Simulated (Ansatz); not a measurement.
Band structure of SrFe2As2 (I4/mmm, 5 atoms in the cell).

```
CELL_PARAMETERS angstrom
     -1.96205     1.96205     5.83556
      1.96205    -1.96205     5.83556
      1.96205     1.96205    -5.83556
ATOMIC_POSITIONS crystal
  Sr 0.00000 0.00000 0.00000
  Fe 0.25000 0.75000 0.50000
  Fe 0.75000 0.25000 0.50000
  As 0.64900 0.64900 0.00000
  As 0.35100 0.35100 0.00000
```

Method of the run: PBEsol, PAW files made with PBE (plane waves; Ansatz, a quantum-chemistry and plane-wave program).

Settings: kpoints.mp_grid.grid = 6 6 6; hamiltonian.xc = pbesol; hamiltonian.pseudopotentials = {kind: paw} (the program's default PAW files); scf.occupations.method = gaussian; scf.occupations.width = 0.2 eV; kpoints.band_path.npoints = 8.

The starting cell comes from a database of computed structures (which also holds hypothetical and non-ambient phases and stackings), without a prior relaxation at this level. Spin polarisation is off, so a magnetic state, if there is one, cannot be reached.

Levels in eV from the Fermi level, bands 33 to 40:
```tsv
point	33	34	35	36	37	38	39	40
Γ	-0.68	-0.15	-0.07	-0.07	0.58	0.78	2.73	2.73
X	-1.59	-0.73	-0.72	-0.54	-0.34	-0.33	0.84	0.85
Y	-1.56	-0.76	-0.63	-0.47	-0.34	-0.25	0.84	0.90
S	-1.10	-1.01	-0.94	-0.23	0.69	1.18	2.21	2.35
Z	-0.21	-0.15	0.09	0.09	0.58	0.59	1.63	2.83
S1	-1.10	-1.01	-0.94	-0.23	0.69	1.18	2.21	2.35
N	-1.14	-1.12	-0.73	-0.62	1.00	1.20	1.44	2.25
P	-1.62	-0.73	-0.64	-0.64	-0.34	-0.33	0.84	0.84
Y1	-1.56	-0.76	-0.63	-0.47	-0.34	-0.25	0.84	0.90
```

Bands cross the Fermi level along this path, so the cell is metallic at this level.

Keys are those of Ansatz 0.2.
